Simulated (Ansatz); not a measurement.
Phonon-limited electron mobility of Si (Fd-3m) in cm²/(V·s), r2SCAN, finite-displacement electron-phonon coupling, linearised Boltzmann equation (Ansatz, a program for electronic structure). Condition of this run: hydrostatic pressure 4 GPa (the target of the relaxation). Geometry: relaxed with this functional, without spin-orbit coupling.

```json
[
 {"Condition": "150 K", "μ": "7400"},
 {"Condition": "200 K", "μ": "4000"},
 {"Condition": "250 K", "μ": "2440"},
 {"Condition": "300 K", "μ": "[?]"},
 {"Condition": "350 K", "μ": "1130"},
 {"Condition": "400 K", "μ": "835"},
 {"Condition": "500 K", "μ": "[?]"},
 {"Condition": "600 K", "μ": "334"}
]
```

Q: Complete the blanks.

A: 
- 300 K, μ: 1610
- 500 K, μ: 503

Q: What exponent p of μ ∝ T^−p fits 200 to 400 K (along x)?

A: p ≈ 2.3; acoustic deformation-potential scattering alone gives 1.5.

Scattering by harmonic phonons alone: no impurities, screening or carrier-carrier scattering, bands fixed at 0 K. From a coarser fine mesh the values given move by up to 6 %. The mesh was bound by memory.
